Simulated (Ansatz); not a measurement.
**Several settings converged on the (001) slab of SrAg5 (cut from a parent of space group no. 191; 12 atoms in the cell)**

```xyz
12
Lattice="5.7276 0.0000 0.0000 -2.8638 4.9602 0.0000 0.0000 0.0000 20.9281" Properties=species:S:1:pos:R:3 pbc="T T T"
Sr     0.0000     0.0000     9.3094
Ag     2.8638     1.6534     9.3094
Ag     0.0000     3.3068     9.3094
Ag     2.8638     0.0000     7.0000
Ag     1.4319     2.4801     7.0000
Ag     4.2957     2.4801     7.0000
Sr     0.0000     0.0000    13.9281
Ag     2.8638     1.6534    13.9281
Ag     0.0000     3.3068    13.9281
Ag     2.8638     0.0000    11.6187
Ag     1.4319     2.4801    11.6187
Ag     4.2957     2.4801    11.6187
```

Base method: PBEsol, default PAW files made with PBE (plane waves; Ansatz, a program for electronic structure).

Base settings: basis.ecutwfc = 420 eV; kpoints.mp_grid.grid = 4 4 1; hamiltonian.xc = pbesol; hamiltonian.pseudopotentials = {kind: paw} (the program's default PAW files); scf.occupations.method = gaussian; scf.occupations.width = 0.1 eV.

The count of work is k-points × plane waves × bands × iterations; it is no time. 

**The vacuum**

The mesh stays at the base's, so the ladder's end is converged at best in this setting alone.

Only quantities that move along the ladder and can be compared are tabulated.

| vacuum between outermost atoms (Å) | free energy less the last step's (meV/atom) | largest difference of a force vector from the last step's (eV/Å) | count of work / last |
|---|---|---|---|
| 3.0 | -203.72 | 0.659 | 0.24 |
| 4.0 | -58.87 | 0.272 | 0.30 |
| 5.0 | -1.19 | 0.083 | 0.35 |
| 6.0 | 2.94 | 0.044 | 0.32 |
| 7.0 | 1.28 | 0.027 | 0.38 |
| 8.0 | 0.25 | 0.020 | 0.40 |
| 10.0 | -0.34 | 0.014 | 0.46 |
| 12.0 | -0.33 | 0.010 | 0.51 |
| 14.0 | -0.25 | 0.007 | 0.57 |
| 17.0 | -0.16 | 0.005 | 0.65 |
| 20.0 | -0.10 | 0.003 | 0.73 |
| 25.0 | -0.04 | 0.001 | 0.87 |
| 30.0 | 0.00 | 0.000 | 1.0 |

Smallest vacuum between outermost atoms (Å) that holds the free energy within 5 meV/atom of the last step, with all finer ones: 5.0, at 0.35 of the last step's count of work; the step before is off by 59 meV/atom.

**The k-point mesh**

Only quantities that move along the ladder and can be compared are tabulated.

```csv
kpoints.mp_grid.grid,free energy less the last step's (meV/atom),largest difference of a force vector from the last step's (eV/Å),count of work / last
2 2 1,93.43,0.347,0.081
3 3 1,48.56,0.176,0.15
4 4 1,6.06,0.053,0.15
5 5 1,7.50,0.065,0.20
6 6 1,4.63,0.068,0.24
7 7 1,3.86,0.039,0.27
8 8 1,3.23,0.022,0.34
9 9 1,0.95,0.022,0.36
11 11 1,0.08,0.014,0.48
13 13 1,0.41,0.011,0.64
15 15 1,0.28,0.005,0.82
17 17 1,0.00,0.000,1.0
```

Coarsest kpoints.mp_grid.grid that holds the free energy within 5 meV/atom of the last step, with all finer ones: 6 6 1, at 0.24 of the last step's count of work; the step before is off by 7.5 meV/atom.

**The depth of the slab**

On a (001) slab of SrAg5 (cut from a parent of space group no. 191; 6 atoms in the cell), and deeper slabs.

Surface energy = (E_slab − N e_bulk)/2A, with e_bulk from the bulk crystal on its finest mesh (168 k-points); errors per atom of slab and bulk, whose meshes differ, grow with N. The bulk cell stands at -3.2 GPa at this level, so the slab is strained in the plane.

The mesh stays at the base's, so the ladder's end is converged at best in this setting alone.

Only quantities that move along the ladder and can be compared are tabulated.

| atoms | unrelaxed surface energy (J/m²) | count of work / last |
|---|---|---|
| 6 | 0.913 | 0.052 |
| 12 | 0.983 | 0.16 |
| 18 | 1.014 | 0.27 |
| 24 | 1.082 | 0.51 |
| 30 | 1.080 | 0.61 |
| 36 | 1.140 | 1.0 |

Smallest size that holds the unrelaxed surface energy within 0.1 J/m²: not settled: the last two steps still differ by 0.060 J/m², over half the tolerance, so the ladder does not show it.

On the base run: the starting cell comes from a database of computed structures (which also holds hypothetical and non-ambient phases and stackings), without a prior relaxation at this level. The slab is cut from that crystal, and its faces are unrelaxed. Its lattice was rescaled by up to half a per cent. The two faces of this cut differ, and no dipole correction was used.

Left out of this page: 1 run of the series outside the window shown, repeating another row's setting, or not comparable.

Keys are those of Ansatz 0.2.
